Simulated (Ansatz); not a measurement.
Here is the system:

```
PbSe
1.0
    4.47773     0.00000     0.00000
    2.23887     3.87783     0.00000
    2.23887    -1.29261     3.47342
Pb Se
1 1
Direct
  0.00000   0.00000   0.00000
  0.00000   0.50000   0.50000
```

No spin polarisation.

Level of theory: Ansatz (a program for electronic structure) r2SCAN, no spin-orbit coupling. Γ-centred 9×9×9 mesh, Fermi–Dirac width 0.05 eV.

Task: What pressure (mean of the normal stresses, compression positive) does the calculation give?

Result: -1.17 GPa.

Task: Predict the gap character.

Result: Indirect, L → T.

Task: Predict the smallest direct gap.

Result: 0.71 eV.

Task: Estimate the band gap.

Result: 0.42 eV.

With Pb present, leaving out spin-orbit coupling can change the band edges. The cells carry an imposed strain or load. Stability against distortions was not tested. The cell was made from PbSe in the rock salt structure (space group Fm-3m, No. 225) by this change: biaxial strain +2.50 %, plane normal [111], relaxed out of plane.
